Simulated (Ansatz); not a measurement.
AlRh (model structure, started from the CuAu type, Pm-3m, No. 221, 2 atoms in the cell) was calculated with LDA (Ansatz, a first-principles code, PAW).

Numerical settings: plane-wave cutoff 520 eV, 20×20×16 k mesh (along the axes of the cell as run), Fermi–Dirac smearing 0.05 eV, no spin polarisation, scalar-relativistic PAW data made under PBE.

Cell (relaxed at this level):

```
AlRh
1.0
    2.94873     0.00000     0.00000
    0.00000     2.94873     0.00000
    0.00000     0.00000     2.94859
Al Rh
1 1
Direct
  0.50000   0.50000   0.50000
  0.00000   0.00000   0.00000
```

Task: Estimate the bulk modulus that the calculation returns.

Result: 
- bulk modulus = 226 GPa

Note: the run has no spin polarisation, so it can have missed a magnetic state; the bulk modulus is −V dP/dV from two relaxed cells at ±2 % in volume; the relaxation could raise the start's symmetry but not lower it, so the cell can be a saddle point.

Computed values are for the static lattice.

A model structure was made by putting elements into a prototype or built by hand; it is no filed structure, need not be a known phase, and can be a saddle point held by its symmetry.
